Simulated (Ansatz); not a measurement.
Results of BLYP (PAW; Ansatz, an electronic-structure program) for bcc Eu.

Numerical settings: plane-wave cutoff 520 eV, 18×18×18 k mesh, Fermi–Dirac smearing 0.05 eV, spin-polarised with parallel moments, scalar-relativistic PAW data made under PBE.

Energies at three volumes about the minimum:

```
V (Å³/atom)  E − E_lowest (meV/atom)
-----------  -----------------------
43.460                          0.71
44.347                          0.00
45.233                          0.74
```

Question: Fit a parabola by hand: where is the minimum, and what is the bulk modulus?

Answer: Slopes: (0.00 − 0.71)/(44.347 − 43.460) = -0.800 and (0.74 − 0.00)/(45.233 − 44.347) = 0.835 meV/Å³. Curvature E″ = 2 × (0.835 − (-0.800))/(45.233 − 43.460) = 1.844 meV/Å⁶. From the middle of the first interval, the slope vanishes at V0 = 43.9035 − (-0.800)/1.844 = 44.337 Å³/atom. B = V0 E″ = 44.337 × 1.844 meV/Å³ × 0.1602 GPa per meV/Å³ = 13.1 GPa. The full Birch–Murnaghan fit to all volumes gives V0 = 44.323 Å³/atom and B0 = 13.1 GPa.

Measured, for comparison: bulk modulus 10.9 ± 0.6 GPa (room temperature, no zero-point or thermal correction, our sources range from 10.9 to 11.7; as tabulated in arXiv:1012.3782); equilibrium volume per atom 48.10 Å³/atom (293 K, no zero-point or thermal correction; as tabulated in Wikipedia's data pages). Computed (rounded) less measured: bulk modulus +20 % (+12 % to +20 % over the range), equilibrium volume per atom -7.9 %.

Note: the 4f shell is treated without U or exact exchange, so its levels and filling can be wrong; the collinear magnetic order is the start's and need not be the measured one.
